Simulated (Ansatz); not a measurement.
**A computed series for TiSi2: response to strain**

The reference is TiSi2 (space group Cmcm, No. 63).

```
TiSi2
1.0
    1.77297    -6.78252     0.00000
    1.77297     6.78252     0.00000
    0.00000     0.00000     3.57969
Si Ti
4 2
Direct
  0.94084   0.05916   0.75000
  0.05916   0.94084   0.25000
  0.25028   0.74972   0.75000
  0.74972   0.25028   0.25000
  0.60320   0.39680   0.75000
  0.39680   0.60320   0.25000
```

Cartesian axes are those of the cell as printed.

Strains are applied to the cell and any free atomic positions relax; under biaxial strain the out-of-plane vector relaxes too.

Calculations: PBE, PAW, 420 eV (Ansatz, a first-principles code; spin-orbit coupling left out), earlier PAW set.

Notes on the quantities. pressure: mean of the normal stresses, compression positive.

```csv
change,volume per atom,pressure
base,14.35 Å³,0.0 GPa
"biaxial strain −1.55 %, plane normal [001], relaxed out of plane",14.03 Å³,2.7 GPa
"biaxial strain +2.29 %, plane normal [001], relaxed out of plane",[?],[?]
isotropic strain −4.27 %,12.59 Å³,23.0 GPa
isotropic strain −1.48 %,13.72 Å³,6.6 GPa
uniaxial strain ε_zz = −0.86 %,14.23 Å³,1.4 GPa
uniaxial strain ε_zz = +2.04 %,14.64 Å³,-2.9 GPa
```

Complete the table.


- biaxial strain +2.29 %, plane normal [001], relaxed out of plane, volume per atom: 14.84 Å³
- biaxial strain +2.29 %, plane normal [001], relaxed out of plane, pressure: -3.5 GPa

Without a gap, meshes like the base's 14×14×13 leave anisotropic stresses uncertain by several tenths of a GPa, and small strain energies with them. Whether these cells are dynamically stable was not tested. All final runs are without spin polarisation.
